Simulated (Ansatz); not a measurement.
Structures of equal composition on the (111) surface of fcc Ni, ferromagnetic: one row in 4 of the top plane missing; p(2x2), one Ni site of the top plane empty. The slabs share one bottom face, and each structure is named by its start. These are constructed structures in small cells; real faces may alloy, dewet or reconstruct in larger ones, and not all known structures of the face are among them. Slabs of about 10 Å with all that they carry, Fermi-Dirac smearing of 0.1 eV. Bottom of the slabs: a bare face, its two planes held. Relaxed from the named starts with such symmetry as they have, on meshes of like density; energies extrapolated to zero smearing; no spin-orbit coupling, no U. Spin-polarised runs, if any, are marked in brackets, and their order is one that fits the cell; the others ran without spin. Where a second, spin-polarised start was run, the lower counts. The cells differ, so small differences also carry the error of unlike k-meshes.

Calculation: PBE (plane waves to 420 eV, PAW; Ansatz, an electronic-structure program).

**Question.** Rank these by energy per 1x1 cell (lowest first), as PBE gives it.

**Answer.** one row in 4 of the top plane missing (0.00 eV [spin, 15.2 μB a cell]), p(2x2), one Ni site of the top plane empty (0.08 eV [spin, 15.3 μB a cell])
